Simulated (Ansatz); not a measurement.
System: C vacancy in 2H silicon carbide (neutral cell). The step: one C atom jumps into the vacancy from a nearby C site; the atom moves 3.01 Å along (0.02, 0.98, -0.01) of the unit cell; the moving atom starts with neighbours Si at 1.88, Si at 1.93, 2 Si at 1.95 Å and ends with Si at 1.89, Si at 1.90, Si at 1.91, Si at 1.92 Å. A PBE band in Ansatz (plane-wave PAW, the Γ point alone, 72 host sites, 67 SCF runs with any check of the saddle's order, static, no finite-size correction) gives a forward barrier of 2.75 eV. The saddle point's order was not checked. The host's phase is taken as given; its stability against other phases was not computed. The charge state is imposed; whether it is stable for some Fermi level was not computed. Forms of the defect that were not tried may lie lower.

Single points at the band's start and saddle point can refine it. Rough cost of one point, in units of the band's mean SCF on the same machine:

| Level | Cost of one point |
|---|---|
| PBE, a 2×2×2 k-point mesh shifted by half a step along c | about 6 |
| r2SCAN at 500 eV, the Γ point alone | about 4 |

### Question
Which of these move the barrier by more than 0.1 eV, and how far does each move it?

### Answer
PBE, a 2×2×2 k-point mesh shifted by half a step along c: +0.53 eV; r2SCAN at 500 eV, the Γ point alone: +0.34 eV. Each functional is compared with PBE at the same k-points.

Ansatz is a first-principles code.
